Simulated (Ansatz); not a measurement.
**TlBiS2 (space group R-3m, No. 166)**

```xyz
4
Lattice="2.0427 1.1793 7.2320 -2.0427 1.1793 7.2320 0.0000 -2.3587 7.2320" Properties=species:S:1:pos:R:3 pbc="T T T"
Tl     0.0000     0.0000    10.8480
Bi     0.0000     0.0000     0.0000
S      0.0000     0.0000     5.6678
S      0.0000     0.0000    16.0281
```

Method: PBEsol (Ansatz, an electronic-structure program, PAW, no spin-orbit coupling). k-mesh 9×9×9 (Γ-centred); smearing 0.05 eV (Fermi–Dirac).

```json
{
 "volume_per_atom": "26.13 Å³",
 "density": "7.59 g/cm³",
 "band_gap": "0.15 eV, direct at Γ",
 "electron_mass": "0.071 mₑ along c, 0.14 mₑ across",
 "hole_mass": "0.075 mₑ along c, 0.15 mₑ across",
 "total_energy": "-6327.292 eV/atom (σ→0; compares only within this code and set-up)"
}
```

Spin-orbit coupling, missing from the scalar runs, can matter with Bi and Tl. Masses are band curvatures over ±0.01 Å⁻¹ around the edge. No phonon test of stability was made. A zero or small gap of TlBiS2 can be the functional's error rather than a property of the material.
